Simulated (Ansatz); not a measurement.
Output of an Ansatz run (abridged):

```
WARN ansatz: RAYON_NUM_THREADS=1 ignored (pool sized by the plan → 1); use --threads N
basis.fft_grid_basis auto: the FFT boxes are laid along the combinations [[1, 0, 1], [0, 1, 1], [0, 0, 1]] of the cell's own vectors, 3.315, 3.315 and 6.148 Å …
Pseudopotentials: kind: paw
Pseudopotential: Ta, paw, valence charge 13
Pseudopotential: P, paw, valence charge 5
Crystal: 4 atoms, lattice volume = 62.459 Å³
Basis set: ecut = 420 eV, 1215 PW (Γ), FFT grids on a1+a3, a2+a3, a3
Bands: 22, of which v1, the nominal top of the filled ones, is band 18 counted from 1 (17 counted from 0)
Symmetry: 8 space group operations
Space group: I41md (ITA 109), of the structure as read, at distance tolerance 4.0e-5 Å
k-points: 163 of 1728 (time reversal used)
PAW frozen core: Ta, regenerated for the run's functional, and the local potential with it
PAW frozen core: P, regenerated for the run's functional, and the local potential with it
Initial density: superposition of atomic densities (neutral atoms: chi_scale 0, normalization atom), corrected by the library's trained network
Initial wavefunctions: pseudopotential atomic-orbital guess
Eigensolver: davidson
Functional: x = slater, c = lda
SCF iter   1: F=—  HF=-20821.313450 eV  |F-HF|=—  |Δ(HF+E_count)|=         —  Δρ=8.29e-3  dr2=2.22e-2  ethr=1.77e-3  ⟨swp⟩=5.3  Hψ=17614  notcnv=0
all-band conjugate gradients solve this SCF's bands
preconditioner: auto → Kerker (q_TF=auto, 2.489 Å⁻¹)
SCF iter   2: F=—  HF=-20821.310528 eV  |F-HF|=—  |Δ(HF+E_count)|=   2.92e-3  Δρ=4.80e-3  dr2=8.07e-3  ethr=6.17e-5  ⟨swp⟩=1.0  Hψ=4900  notcnv=0
SCF iter   3: F=—  HF=-20821.308765 eV  |F-HF|=—  |Δ(HF+E_count)|=   1.76e-3  Δρ=5.02e-4  dr2=1.78e-4  ethr=2.24e-5  ⟨swp⟩=2.4  Hψ=5046  notcnv=0
SCF iter   4: F=—  HF=-20821.308708 eV  |F-HF|=—  |Δ(HF+E_count)|=   5.69e-5  Δρ=1.66e-4  dr2=1.40e-5  ethr=4.96e-7  ⟨swp⟩=2.5  Hψ=5197  notcnv=0
SCF iter   5: F=—  HF=-20821.308706 eV  |F-HF|=—  |Δ(HF+E_count)|=   2.22e-6  Δρ=2.43e-5  dr2=3.18e-7  ethr=3.89e-8  ⟨swp⟩=2.4  Hψ=5154  notcnv=0
SCF iter   6: F=-20821.308706 eV  HF=-20821.308706 eV  |F-HF|=1.32e-9  |Δ(HF+E_count)|=   1.99e-8  Δρ=3.71e-6  dr2=7.95e-9  ethr=2.78e-10  ⟨swp⟩=5.2  Hψ=15460  notcnv=0
SCF 1 converged in 6 iterations: F = -20821.308706 eV  dr2 = 7.95e-9
SCF converged after 6 iterations
Free energy (F): -20821.308706 eV
Harris-Foulkes:  -20821.308706 eV  (|F-HF|=1.32e-9)
Internal energy: -20821.290063 eV  (E = F + TS)
E sigma→0 (E₀):  -20821.299385 eV
Entropy (-TS):   -0.018642 eV (-4.661 meV/atom)
Fermi energy:    15.839507 eV
--- Per-component energies (eV) ---
  E_band       = -213.955269
  E_kinetic    = 882.364027
  E_local      = -1414.117521  (includes V_loc(G=0)·N_el)
  E_nonlocal   = 110.752726
  E_hartree    = 498.690070
  E_xc         = -560.987441
  E_vxc        = -536.307840  (∫ρ·V_xc dr)
  E_paw        = -17378.693075  (= ΣΔE_a)
  E_vpaw       = -254.025927  (= ΣTr[D̂ρ^β])
  E_aug_tail   = 0.000307  (compensation charges beyond the density's cutoff)
  E_ewald      = -2960.051664
  E_core_change = 0.752509  (= ΣΔE_core)
  E_smearing   = -0.018642  (= −TS)
  E_closure    = 0.000000  (closes the sum)
  Σ components = -20821.308706   (vs F -20821.308706, Δ=0.00e0)
--- Forces (eV/Å), atoms counted from 1 ---
  atom   1  Ta     0.00000000     0.00000000    -0.01118279
  atom   2  Ta    -0.00000000     0.00000000    -0.01118279
  atom   3  P      0.00000000     0.00000000     0.01118651
  atom   4  P     -0.00000000    -0.00000000     0.01118651
  max |Σ_I F_I| component: 7.44e-6 eV/Å
--- Stress (GPa, compression-positive) ---
       -5.968869      -0.000000      -0.000000
       -0.000000      -5.968869       0.000000
       -0.000000       0.000000      -6.301463
  P = ⅓ Tr σ = -6.0797 GPa (-60.797 kbar)
  The stress holds the Pulay correction. Without it, at fixed plane waves, as pw.x and ABINIT print it: P = -6.1345 GPa
--- Band table (eV; the first three rows and the last of 163) ---
  k-point 0: bands = ["-52.0588", "-52.0424", "-18.7667", "-18.6121", "-18.6121", "-18.4631", "-18.4631", "-18.4241", "2.2011", "5.0227", "8.8484", "12.4836", "13.3667", "13.3674", "13.3674", "13.8700", "14.2778", "14.2778", "16.9150", "17.8650", [...]
  k-point 1: bands = ["-52.0575", "-52.0417", "-18.7589", "-18.6288", "-18.6247", "-18.4805", "-18.4758", "-18.4222", "2.4117", "5.1080", "8.9537", "12.1707", "13.0952", "13.2039", "13.2044", "13.7133", "14.3531", "14.5335", "16.5565", "17.2948", [...]
  k-point 2: bands = ["-52.0539", "-52.0397", "-18.7414", "-18.6728", "-18.6542", "-18.5219", "-18.5094", "-18.4239", "3.0002", "5.2923", "9.3497", "11.3786", "12.1540", "12.5338", "12.7392", "13.9381", "14.8267", "14.9463", "16.2448", "16.3003", [...]
  k-point 162: bands = ["-52.0506", "-52.0506", "-18.6183", "-18.6183", "-18.5981", "-18.5981", "-18.4567", "-18.4567", "3.3124", "3.3124", "11.2967", "11.2967", "12.8109", "12.8109", "12.8832", "12.8832", "15.0494", "15.0494", "17.3532", "17.3532", [...]
```

The structure:

```
CELL_PARAMETERS angstrom
     -1.65751     1.65751     5.68359
      1.65751    -1.65751     5.68359
      1.65751     1.65751    -5.68359
ATOMIC_POSITIONS crystal
  Ta 0.74958 0.24958 0.50000
  Ta 0.99958 0.99958 0.00000
  P  0.16642 0.66642 0.50000
  P  0.41642 0.41642 0.00000
```

Q: What input produced this log?

A: Other spellings and defaults could give the same log, and not every line can be read from it. The input that was run (DFT, LDA (PW92), plane waves, default PAW files made with PBE):

Ansatz 0.2 input:
```yaml
crystal:
  lattice:
    - [-1.65751300, 1.65751300, 5.68359300]
    - [1.65751300, -1.65751300, 5.68359300]
    - [1.65751300, 1.65751300, -5.68359300]
  atoms:
    - { symbol: Ta, position_ang: [0.00000000, 1.65751300, 2.83702228] }
    - { symbol: Ta, position_ang: [0.00000000, -0.00000000, 11.36241178] }
    - { symbol: P, position_ang: [1.65751300, 0.00000000, 1.89172709] }
    - { symbol: P, position_ang: [-0.00000000, 0.00000000, 4.73352359] }
basis:
  ecutwfc: 420.0
kpoints:
  mp_grid: { grid: [12, 12, 12] }
hamiltonian:
  xc: lda
  pseudopotentials: { kind: paw }
scf:
  occupations: { method: fermi_dirac, width: 0.1 }
output:
  forces: true
  eigenvalues: true
  stress: true
```

The starting cell comes from a database of computed structures (which also holds hypothetical and non-ambient phases and stackings), without a prior relaxation at this level. Its lattice was rescaled by up to half a per cent. Spin-orbit coupling is off. Spin polarisation is off. With a pressure of about -6 GPa the cell is away from its equilibrium volume at this level. Ansatz's pressure includes its estimate of the finite-basis (Pulay) stress.

Ansatz is a program for electronic structure.
